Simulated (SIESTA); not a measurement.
Input and output of a self-consistent single point for LiBr (Fm-3m, 2 atoms in the cell) (SIESTA).

Method: GGA PBE with spin-orbit coupling, numerical atomic orbitals DZP, PseudoDojo PBE fully relativistic norm-conserving potentials (rewritten from UPF to PSML) in SIESTA.

```yaml
crystal:
  lattice:
    - [0.00000, 2.75999, 2.75999]
    - [2.75999, 0.00000, 2.75999]
    - [2.75999, 2.75999, 0.00000]
  atoms:
    - { symbol: Li, position: [0.00000, 0.00000, 0.00000] }
    - { symbol: Br, position: [0.50000, 0.50000, 0.50000] }
```

Reference input (self-consistent single point, DFT, GGA PBE, numerical atomic orbitals DZP, PseudoDojo PBE standard norm-conserving potentials (rewritten from UPF to PSML)): XC.functional = GGA; XC.authors = PBE; potentials = PseudoDojo PBE standard; PAO.BasisSize = DZP; PAO.EnergyShift = 0.01 Ry; MeshCutoff = 350 Ry; kgrid.MonkhorstPack = 10 10 10; OccupationFunction = FD; ElectronicTemperature = 232.09 K; PAO.Polarization.NonPerturbative = true; MaxSCFIterations = 150; SCF.Mixer.Method = Broyden. This run's input differs from it in these lines:

```diff
@@ -1,2 +1,2 @@
-# files in the folder: Li.psml Br.psml (PseudoDojo PBE standard)
+# files in the folder: Li.psml Br.psml (PseudoDojo PBE fully relativistic)
 SystemName  LiBr
@@ -35,2 +35,7 @@
 ElectronicTemperature        232.09 K
+Spin                         spin-orbit
+%block DM.InitSpin
+  1 0.00 0.00 0.00
+  2 0.00 0.00 0.00
+%endblock DM.InitSpin
```

The program printed (abridged):

```
        iscf     Eharris(eV)        E_KS(eV)     FreeEng(eV)     dDmax    Ef(eV) dHmax(eV)
   scf:    1     -627.271573     -626.819658     -626.819658  0.286976 -4.806614  0.814822
     spin moment: {S} , |S| = {   -0.00000   -0.00000   -0.00000 }     0.00000
   scf:    2     -626.850279     -626.835638     -626.835638  0.007309 -4.842418  0.508585
     spin moment: {S} , |S| = {    0.00000   -0.00000    0.00000 }     0.00000
   scf:    3     -626.853651     -626.846565     -626.846565  0.011051 -4.928161  0.160235
     spin moment: {S} , |S| = {    0.00000    0.00000   -0.00000 }     0.00000
   [... lines left out ...]
     spin moment: {S} , |S| = {    0.00000    0.00000   -0.00000 }     0.00000
   scf:   10     -626.846651     -626.846651     -626.846651  0.000012 -5.035865  0.000885
     spin moment: {S} , |S| = {    0.00000   -0.00000   -0.00000 }     0.00000
   scf:   11     -626.846651     -626.846651     -626.846651  0.000010 -5.035730  0.000671
     spin moment: {S} , |S| = {   -0.00000   -0.00000    0.00000 }     0.00000
   scf:   12     -626.846651     -626.846651     -626.846651  0.000008 -5.035624  0.000508
     spin moment: {S} , |S| = {    0.00000   -0.00000    0.00000 }     0.00000
SCF Convergence by DM+H criterion
max |DM_out - DM_in|         :     0.0000075161
max |H_out - H_in|      (eV) :     0.0005080815
SCF cycle converged after 12 iterations

Using DM_out to compute the final energy and forces

siesta: E_KS(eV) =             -626.8467

siesta: E_KS - E_eggbox =      -626.8467

siesta: Atomic forces (eV/Ang):
     1    0.000000    0.000000    0.000000
     2   -0.000000   -0.000000   -0.000000
   Tot   -0.000000   -0.000000   -0.000000
   Max    0.000000
   Res    0.000000    sqrt( Sum f_i^2 / 3N )
   Max    0.000000    constrained

Stress tensor Voigt[x,y,z,yz,xz,xy] (kbar):        0.57        0.57        0.57       -0.16       -0.16       -0.16
(Free)E + p*V (eV/cell)     -626.8616
Target enthalpy (eV/cell)     -626.8467

siesta: Program's energy decomposition (eV):
siesta: Enl(+so)=       -65.345929
   [... lines left out ...]
siesta: FreeEng =      -626.846651
siesta: Cell volume =         42.048741 Ang**3
siesta:          -0.56785607         -0.56785524  kBar
   [... lines left out ...]

Total              10.00000   0.00000      0.000  -0.000   0.000

Mulliken Atomic Populations:
Atom #   charge [q] valence [e]           S      Sx [e]      Sy [e]      Sz [e]  Species
     1    -0.122826    3.122826    0.000000    0.000000   -0.000000    0.000000  Li
     2     0.122826    6.877174    0.000000    0.000000   -0.000000   -0.000000  Br
 Total    -0.000000                0.000000    0.000000   -0.000000   -0.000000
```

The run converged in 12 iterations. Against the reference run the pressure moves little (-0.08 to -0.06 GPa) and the gap on the mesh goes from 5.125 to 4.954 eV.

The starting cell comes from a database of computed structures (which also holds hypothetical and non-ambient phases and stackings), without a prior relaxation at this level. Its lattice was rescaled by a random factor within 2.5 % of one. Values carry the incompleteness of an atom-centred basis.

Cost on one core of a shared machine: roughly 50 s.
